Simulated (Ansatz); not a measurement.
Here is the system:

End structure of a constructed model of the (100) surface of bcc Fe, ferromagnetic (in the relaxation 1 Fe–Sc bonds formed), a pseudomorphic layer of Sc in the host's stacking (bottom of the slab: a bare face, its two planes held):

```yaml
crystal:
  lattice:
    - [2.83070, 0.00000, 0.00000]
    - [0.00000, 2.83070, 0.00000]
    - [0.00000, 0.00000, 25.50000]
  atoms:
    - { symbol: Fe, position: [0.50000, 0.50000, 0.31380] }
    - { symbol: Fe, position: [0.00000, 0.00000, 0.36931] }
    - { symbol: Fe, position: [0.50000, 0.50000, 0.42651] }
    - { symbol: Fe, position: [0.00000, 0.00000, 0.48130] }
    - { symbol: Fe, position: [0.50000, 0.50000, 0.53775] }
    - { symbol: Fe, position: [0.00000, 0.00000, 0.59137] }
    - { symbol: Sc, position: [0.50000, 0.50000, 0.65813] }
```

Slab: 7 atoms, 9.5 Å thick at the start (thin: gaps and levels are the slab's own); k 13x13x1, smearing 0.1 eV, dipole-corrected; 2 atoms held, the rest relaxed; symmetry of the start imposed; spin-polarised, ending with about 13.3 μB a cell; orders that need a larger cell were not tried, no spin-orbit, no U. It is one candidate, not shown to be the stable structure of the face.

Give the work function of the top face at the level PBE run with Ansatz (a program for electronic structure).

3.86 eV
